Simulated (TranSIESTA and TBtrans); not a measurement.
# Sn chain with one bond stretched by 2.5 Å

Junction: Sn chain with one bond stretched by 2.5 Å. Leads: straight Sn chain, spacing 2.75 Å. Geometry: as built, not relaxed.

Method: TranSIESTA and TBtrans, PBE, DZP numerical orbitals (energy shift 0.15 eV), PseudoDojo norm-conserving scalar-relativistic potentials, mesh cutoff 200 Ry, 300 K, no spin polarisation, no spin-orbit coupling; self-consistent non-equilibrium Green functions.

| Property | Value |
|---|---|
| Conductance at 300 K (G0 = 2e²/h) | 0.057 |
| Thermopower (μV/K) | -3.6 |
| Mean T from −0.5 to 0.5 eV | 0.053 |

Energies count from the leads' Fermi level. Transmissions are for one spin of a degenerate pair. The energy step is 0.01 eV; narrower resonances are cut or missed.

```tsv
E (eV)	T	lead channels
-2.00	0.013	1
-1.90	0.014	1
-1.80	0.015	1
-1.70	0.016	1
-1.60	0.017	1
-1.50	0.018	1
-1.40	0.020	1
-1.30	0.021	1
-1.20	0.022	1
-1.10	0.023	1
-1.00	0.025	1
-0.90	0.026	1
-0.80	0.028	band edge
-0.70	0.030	3
-0.60	0.032	3
-0.50	0.035	3
-0.40	0.039	3
-0.30	0.043	3
-0.20	0.049	3
-0.10	0.054	3
0.00	0.057	3
0.10	0.059	3
0.20	0.061	3
0.30	0.061	3
0.40	0.062	3
0.50	0.063	3
0.60	0.065	3
0.70	0.067	3
0.80	0.069	3
0.90	0.071	3
1.00	0.074	3
1.10	0.077	3
1.20	0.080	3
1.30	0.083	3
1.40	0.087	3
1.50	0.090	3
1.60	0.094	3
1.70	0.098	3
1.80	0.10	3
1.90	0.11	3
2.00	0.11	3
```

The straight chain is held at its spacing; free chains may zigzag or dimerise. No spin-polarised start was tried, so a magnetic state, if there is one, is missed.
